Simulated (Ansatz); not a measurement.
BN (P6_3mc) under uniaxial stress along c (compression positive): electron conductivity mass by r2SCAN, rigid bands (plane waves, PAW, scalar-relativistic; Ansatz, a first-principles code). The unloaded cell, whose axes the loads refer to:

```
CELL_PARAMETERS angstrom
      2.54101     0.00000     0.00000
     -1.27050     2.20058     0.00000
      0.00000     0.00000     4.20329
ATOMIC_POSITIONS crystal
  B  0.33333 0.66667 0.00027
  B  0.66667 0.33333 0.50027
  N  0.33333 0.66667 0.37473
  N  0.66667 0.33333 0.87473
```

| uniaxial stress along c (compression positive) (GPa) | volume per atom (Å³) | electron conductivity mass (mₑ) |
|---|---|---|
| -36 | 6.09 | 0.421 |
| -18 | 5.97 | 0.414 |
| -9 | 5.92 | 0.411 |
| 0 | 5.88 | 0.409 |
| 9 | 5.83 | 0.406 |
| 18 | 5.79 | ? |
| 36 | 5.71 | 0.401 |

### Question
Fit a straight line to ln(electron conductivity mass) against the load over the rows given, and predict the row at 18 GPa.

### Answer
The means are x̄ = -3.000 GPa and ȳ = -0.8909; Σ(x − x̄)(y − ȳ) = -2.025 and Σ(x − x̄)² = 3024, so the slope is -0.0669 % per GPa, and the rows given lie within 0.37 % of the line. At 18 GPa the line gives 0.405 mₑ; the calculation gives 0.405 mₑ, 0.11 % from it.

Masses are for dilute carriers at 300 K, harmonic means over directions unless an axis is named. Spin-orbit coupling is left out. Stresses and pressures are the targets of the relaxation. The structure type is held at every load. Geometry: cell and atoms relaxed with PBEsol.
